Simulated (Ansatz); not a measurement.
Start from Rb$_{2}$InAgF$_{6}$ (space group Fm-3m, No. 225; a cell from a computed database, its experimental status unchecked).

```
CELL_PARAMETERS angstrom
      0.00000     4.45831     4.45831
      4.45831     0.00000     4.45831
      4.45831     4.45831     0.00000
ATOMIC_POSITIONS crystal
  Rb 0.25000 0.25000 0.25000
  Rb 0.75000 0.75000 0.75000
  In 0.00000 0.00000 0.00000
  Ag 0.50000 0.50000 0.50000
  F  0.23249 0.23249 0.76751
  F  0.76751 0.76751 0.23249
  F  0.76751 0.23249 0.23249
  F  0.23249 0.76751 0.76751
  F  0.23249 0.76751 0.23249
  F  0.76751 0.23249 0.76751
```

Method: DFT with r2SCAN, PAW potentials and a 500 eV plane-wave cutoff in Ansatz (a quantum-chemistry and plane-wave program), no spin-orbit coupling.

One change was made to it. Results:

The lattice parameter a falls by 0.213 Å (8.917 Å → 8.704 Å); the band gap decreases by 0.16 eV, from 2.35 eV to 2.19 eV.

### Question
Which of these changes matches the shifts?
A) pressure 9 GPa
B) pressure 4.5 GPa
C) pressure 30 GPa

### Answer
B, pressure 4.5 GPa. For comparison, the band gap in the other runs: pressure 30 GPa gives 1.95 eV; pressure 9 GPa gives 2.09 eV.

Load acts through the strain it causes; cell and atoms are relaxed under it. Whether these cells are dynamically stable was not tested. Competing high-pressure phases were not computed.
